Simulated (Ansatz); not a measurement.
Start from PdGe in the rock salt structure (space group Fm-3m, No. 225; a hypothetical phase, not in the database extracts checked).

```xyz
2
Lattice="0.0000 2.5641 2.5641 2.5641 0.0000 2.5641 2.5641 2.5641 0.0000" Properties=species:S:1:pos:R:3 pbc="T T T"
Ge     0.0000     0.0000     0.0000
Pd     2.5641     2.5641     2.5641
```

Cartesian axes are those of the cell as printed.

The values are results of PBEsol (Ansatz, an electronic-structure program; PAW; 420 eV plane waves; no spin-orbit coupling), not measurements.

For the base:

```
Item                Value
---------------  --------
Volume per atom  16.86 Å³
```

The change: uniaxial stress, 2 GPa tension along z; all other stress components relax to zero.

### Question
Predict the new energy relative to the base and volume per atom.

### Answer
The energy grows by 1.8 meV/atom; the volume per atom increases by 0.11 Å³ (16.86 Å³ → 16.97 Å³).

Without a gap, meshes like the base's 16×16×16 leave anisotropic stresses uncertain by several tenths of a GPa, and small strain energies with them. Load acts through the strain it causes; cell and atoms are relaxed under it. Stability under load was not tested beyond the relaxation. The final runs are not spin-polarised.
